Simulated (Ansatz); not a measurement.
# A computed series for CdS: point defects

Take a 16-atom supercell of CdS in the zinc blende structure (space group F-43m, No. 216; a = 5.927 Å) at its relaxed geometry as the base.

One neutral defect a cell, atoms relaxed at fixed cell.

Method: PBE (Ansatz, a quantum-chemistry and plane-wave program; PAW; 420 eV plane waves; without spin-orbit coupling).

Candidates:
(a) Cd on a S site (antisite)
(b) H interstitial (started 2.57 Å from the nearest host atom)
(c) Pd on a Cd site

Base values:

Pressure: 0.0 GPa

Order them by pressure, highest first.

(a) Cd on a S site (antisite) (2.5 GPa), (b) H interstitial (started 2.57 Å from the nearest host atom) (0.3 GPa), (c) Pd on a Cd site (-1.3 GPa)

Other magnetic orders, which the real material may have, were not ruled out. In so small a cell the defect repeats every few ångströms: this is an ordered compound, not a dilute defect. A case with no gap was solved on a k-mesh chosen for an insulator, which is coarse for it. Starting moments died away, wholly or in part, for Cd on a S site (antisite); another magnetic solution may exist.
